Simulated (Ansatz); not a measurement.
**Effective masses and thermopower of ZnGeAs$_{2}$ (I-42d)**

Data:

```
ZnAs2Ge
1.0
   -2.82752     2.82752     5.59395
    2.82752    -2.82752     5.59395
    2.82752     2.82752    -5.59395
Zn Ge As
2 2 4
Direct
  0.00000   0.00000   0.00000
  0.75000   0.25000   0.50000
  0.50000   0.50000   0.00000
  0.25000   0.75000   0.50000
  0.62635   0.62500   0.50135
  0.37500   0.87635   0.00135
  0.12365   0.12500   0.49865
  0.87500   0.37365   0.99865
```

Calculation: r2SCAN, rigid bands (plane waves, PAW, scalar-relativistic; Ansatz, an electronic-structure program). Condition of this run: functional r2SCAN on the same cell. Cell: cell and atoms relaxed with PBEsol.

The band gap is 0.63 eV, the electron conductivity mass (300 K, dilute) is 0.054 (x), 0.054 (y), 0.050 (z) mₑ and the effective density of states N_c (300 K) comes out as 2.7e17 cm⁻³. The density-of-states mass, electrons is 0.048 mₑ and the Seebeck coefficient, n-type 1e19 cm⁻³, 300 K comes out as -93 μV/K.

Rigid bands; masses and Seebeck coefficients take one relaxation time τ for all states and one kind of carrier; polarons and phonon drag are left out. Spin-orbit coupling is left out. Geometry: cell and atoms relaxed with PBEsol.

Formula and space group known from diffraction (Crystallography Open Database), not checked to be the room-temperature form: ZnGeAs2 (I-42d).
